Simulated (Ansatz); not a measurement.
**Effect of x(Al) = 0.25, 8 atoms, I-42m on BP**

The reference is BP in the zinc blende structure (space group F-43m, No. 216; a = 4.548 Å).

The other end (x = 1) is AlP in the zinc blende structure (space group F-43m, No. 216): 20.89 Å³/atom, gap 1.63 eV.

Now apply this change: a fraction x = 0.25 of the B sites is given to Al, ordered in a cell of 8 atoms (starting symmetry I-42m) and fully relaxed.

Computed with PBE (Ansatz, a program for electronic structure; PAW; 420 eV plane waves; spin-orbit coupling left out). Γ-centred 10×10×10 mesh, Fermi–Dirac width 0.05 eV, for the changed cell.

| quantity | base | changed | shift |
|---|---|---|---|
| density | 2.95 g/cm³ | 2.75 g/cm³ | -0.20 g/cm³ |
| shortest interatomic distance | 1.970 Å | 1.988 Å | +0.018 Å |
| band gap | 1.25 eV | 0.92 eV | -0.33 eV |
| gap character (in this cell's own zone, which can be folded) | – | indirect, Γ → Γ–M (20 % along) | – |
| electron mass | 1.3 mₑ along k, 0.23 mₑ across (off the special points) | 1.4 mₑ along k, 0.25 mₑ across (off the special points) | – |
| valence-band top at Γ (three highest levels, from the VBM) | 0.00, 0.00, 0.00 eV | 0.00, 0.00, -0.29 eV | – |
| mixing energy | – | +196 meV/atom | – |
| bowing parameter b of this ordering, from Eg = [1−x] Eg[0] + x Eg[1] − b x [1−x] | – | 2.3 eV | – |
| mean first-shell distances | – | B–P 2.020 Å (end compound 1.970 Å), Al–P 2.283 Å (end compound 2.385 Å) | – |

Each cell is one ordered arrangement of few atoms, which overstates ordering effects compared with a random alloy. Masses are band curvatures over ±0.01 Å⁻¹ around the edge. Along k means along the line from Γ to the band edge. No phonon test of stability was made. k-point labels follow each cell's own Brillouin zone.
